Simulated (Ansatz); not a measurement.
Base system: WC (space group P-6m2, No. 187; a = 2.922 Å, c = 2.846 Å; relaxed with 0.1 eV smearing). Axes: x lies along a and z along c of the hexagonal cell.

Level of theory: Ansatz (a first-principles code) PBE, spin-orbit coupling left out.

For the base:

| Quantity | Result |
|---|---|
| Pressure | 0.0 GPa |

Modification: tensile biaxial strain of 2.50 % in the plane normal to [001], as in epitaxy on a mismatched substrate; the out-of-plane cell vector and the atoms relax.

**Question.** Estimate the effect on the ratio −ε⊥/ε∥.

**Answer.** The ratio −ε⊥/ε∥ is 0.34.

**Question.** Predict the new pressure.

**Answer.** The pressure (mean of the normal stresses, compression positive) goes from zero to -12.9 GPa.

Stability against distortions was not tested. All final runs are without spin polarisation.
